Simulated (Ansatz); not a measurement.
Density of states of VIr3 (P6_3/mmc) near the Fermi level, PBEsol, rigid bands (Ansatz, a first-principles code).

```
E − E_F (eV) | states/eV/cell
    -1.95 | ###################### 11.5
    -1.85 | ####################### 11.7
    -1.75 | ############### 7.90
    -1.65 | ########### 5.87
    -1.55 | ############ 6.24
    -1.45 | ################## 9.25
    -1.35 | ################ 8.39
    -1.25 | ############### 7.77
    -1.15 | ############### 7.66
    -1.05 | ############### 7.73
    -0.95 | #################### 10.2
    -0.85 | ################### 9.61
    -0.75 | ###################### 11.4
    -0.65 | ###################### 11.2
    -0.55 | ############## 7.25
    -0.45 | ########### 5.87
    -0.35 | ######## 4.02
    -0.25 | ####### 3.64
    -0.15 | ###### 3.20
    -0.05 | ###### 2.92
     0.05 | ###### 2.95
     0.15 | ####### 3.45
     0.25 | ####### 3.78
     0.35 | ######### 4.46
     0.45 | ########## 5.06
     0.55 | ########## 5.33
     0.65 | ############ 6.00
     0.75 | ############## 7.13
     0.85 | ################# 8.65
     0.95 | ###################### 11.4
     1.05 | ######################## 12.5
     1.15 | ########################### 13.8
     1.25 | ########################### 13.8
     1.35 | ###################### 11.6
     1.45 | ###################### 11.2
     1.55 | ##################### 10.9
     1.65 | ###################### 11.5
     1.75 | ########################### 13.8
     1.85 | ############################## 15.4
     1.95 | ########################## 13.5
```

### Question
With 8 atoms a cell, what bare Sommerfeld coefficient γ = (π²/3) k_B² N(E_F) follows?

### Answer
N(E_F) ≈ 2.9 states/eV a cell at 300 K, so γ ≈ 0.86 mJ/(mol of atoms·K²), before many-body enhancement (phonons, spin fluctuations, correlation).

### Question
How far does the Fermi level move in a rigid band for 0.1 electron a cell added or removed?

### Answer
34 meV and -34 meV.

A metal at this level (no band gap); rigid bands, thermally averaged at 300 K, both spins. Spin-orbit coupling is left out, which matters with elements this heavy. Geometry: cell and atoms relaxed with PBEsol.

Computed structure with no diffraction record at hand here (it may be known, metastable or hypothetical): VIr3 (P6_3/mmc). Treated as nonmagnetic (a ferromagnetic start lost its moment, other orders weren't tried): VIr3 (P6_3/mmc).
